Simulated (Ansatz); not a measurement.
Start from ZnO in the wurtzite structure (space group P6_3mc, No. 186; a = 3.280 Å, c = 5.294 Å).

Level of theory: Ansatz (a first-principles code) PBE, no spin-orbit coupling, earlier PAW set.

One change was made to it. Results:

```json
[
 {"quantity": "lattice parameter a", "base": "3.280 Å", "after": "3.274 Å"},
 {"quantity": "band gap", "base": "0.74 eV", "after": "0.75 eV"},
 {"quantity": "electron mass", "base": "0.14 mₑ (at Γ)", "after": "0.14 mₑ (at Γ)"},
 {"quantity": "gap character", "base": "direct at Γ", "after": "direct at Γ"}
]
```

Q: Name the change that was made.
A) pressure −1 GPa
B) pressure 0.7 GPa
C) pressure 3 GPa
D) pressure 5 GPa

A: B, pressure 0.7 GPa. For comparison, the lattice parameter a in the other runs: pressure 3 GPa gives 3.256 Å; pressure 5 GPa gives 3.242 Å; pressure −1 GPa gives 3.289 Å.

Load acts through the strain it causes; cell and atoms are relaxed under it. Masses are band curvatures over ±0.01 Å⁻¹ around the edge. Whether these cells are dynamically stable was not tested. Tetrahedral semiconductors of this kind turn to denser phases somewhere between about 1 and 50 GPa; those were not computed, so compressed cells here can lie past the real transition.
